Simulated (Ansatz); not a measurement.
# Pressure series in ZrGe

Base system: ZrGe (space group Pnma, No. 62; a = 7.102 Å, b = 3.915 Å, c = 5.409 Å; a cell from a computed database, its experimental status unchecked).

Cell and atoms are relaxed at each pressure.

Calculations: r2SCAN (Ansatz, an electronic-structure program; PAW; 500 eV plane waves; no spin-orbit coupling), earlier PAW set.

```json
[
 {"pressure (GPa)": "0", "volume per atom (Å³/atom)": "18.803"},
 {"pressure (GPa)": "3", "volume per atom (Å³/atom)": "18.399"},
 {"pressure (GPa)": "7", "volume per atom (Å³/atom)": "17.925"},
 {"pressure (GPa)": "15", "volume per atom (Å³/atom)": "?"},
 {"pressure (GPa)": "30", "volume per atom (Å³/atom)": "16.013"},
 {"pressure (GPa)": "50", "volume per atom (Å³/atom)": "14.928"}
]
```

Fit the third-order Birch–Murnaghan form P(V) = (3B₀/2)[(V₀/V)^(7/3) − (V₀/V)^(5/3)]·[1 + (3/4)(B₀′ − 4)((V₀/V)^(2/3) − 1)] (squares taken in P) to the rows shown and predict the withheld row.

Least squares on the printed values gives V₀ = 18.800 Å³/atom, B₀ = 133 GPa, B₀′ = 4.2; this predicts 17.137 Å³/atom, and the run gives 17.134 Å³/atom, 0.003 lower.

Load acts through the strain it causes; cell and atoms are relaxed under it. Whether these cells are dynamically stable was not tested. No other phases were tried under pressure. The final runs are not spin-polarised.
